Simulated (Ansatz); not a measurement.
```xyz
40
Lattice="22.0000 0.0000 0.0000 0.0000 22.0000 0.0000 0.0000 0.0000 5.8486" Properties=species:S:1:pos:R:3 pbc="T T T"
B     16.2904    11.0000     3.9005
As    16.2916    12.7193     4.8723
As    16.5639    11.0000     1.9480
B     15.2800    14.1096     3.9005
As    14.2704    15.5013     4.8723
B     16.0314    12.6348     0.9763
As    15.5013    14.2704     1.9480
B     12.6348    16.0314     3.9005
As    11.0000    16.5639     4.8723
B     14.1096    15.2800     0.9762
As    12.7193    16.2916     1.9480
B      9.3652    16.0314     3.9005
As     7.7296    15.5013     4.8723
B     11.0000    16.2904     0.9762
As     9.2807    16.2916     1.9480
B      6.7200    14.1096     3.9005
As     5.7084    12.7193     4.8723
B      7.8904    15.2800     0.9762
As     6.4987    14.2704     1.9480
B      5.7096    11.0000     3.9005
As     5.7084     9.2807     4.8723
B      5.9686    12.6348     0.9763
As     5.4361    11.0000     1.9480
B      6.7200     7.8904     3.9005
As     7.7296     6.4987     4.8723
B      5.9686     9.3652     0.9763
As     6.4987     7.7296     1.9480
B      9.3652     5.9686     3.9005
As    11.0000     5.4361     4.8723
B      7.8904     6.7200     0.9762
As     9.2807     5.7084     1.9480
B     12.6348     5.9686     3.9005
As    14.2704     6.4987     4.8723
B     11.0000     5.7096     0.9762
As    12.7193     5.7084     1.9480
B     15.2800     7.8904     3.9005
As    16.2916     9.2807     4.8723
B     14.1096     6.7200     0.9762
As    15.5013     7.7296     1.9480
B     16.0314     9.3652     0.9763
```

These are PBE (plane waves to 420 eV, PAW; Ansatz, a quantum-chemistry and plane-wave program) values and carry that method's errors. Mesh 1×1×6. No spin polarisation. One-dimensional cell, images about 11 Å apart. A hypothetical model, rolled from the flat sheet. It keeps the symmetry and period of its start, so it need not be a minimum against all distortions. Values not marked SOC lack spin–orbit coupling.

**Question.** Tabulate the two highest filled and two lowest empty levels along the axis, from the valence top.

**Answer.** 
| k (2π/c) | v2 (eV) | v1 (eV) | c1 (eV) | c2 (eV) |
|---|---|---|---|---|
| 0.000 | 0.00 | 0.00 | 0.85 | 1.10 |
| 0.042 | -0.03 | -0.03 | 0.88 | 1.13 |
| 0.083 | -0.12 | -0.12 | 0.95 | 1.22 |
| 0.125 | -0.19 | -0.19 | 1.06 | 1.35 |
| 0.167 | -0.25 | -0.25 | 1.19 | 1.50 |
| 0.208 | -0.33 | -0.33 | 1.33 | 1.62 |
| 0.250 | -0.42 | -0.42 | 1.48 | 1.67 |
| 0.292 | -0.52 | -0.52 | 1.62 | 1.73 |
| 0.333 | -0.62 | -0.62 | 1.77 | 1.81 |
| 0.375 | -0.73 | -0.73 | 1.85 | 1.85 |
| 0.417 | -0.72 | -0.72 | 1.81 | 1.81 |
| 0.458 | -0.71 | -0.71 | 1.78 | 1.78 |
| 0.500 | -0.71 | -0.71 | 1.77 | 1.77 |
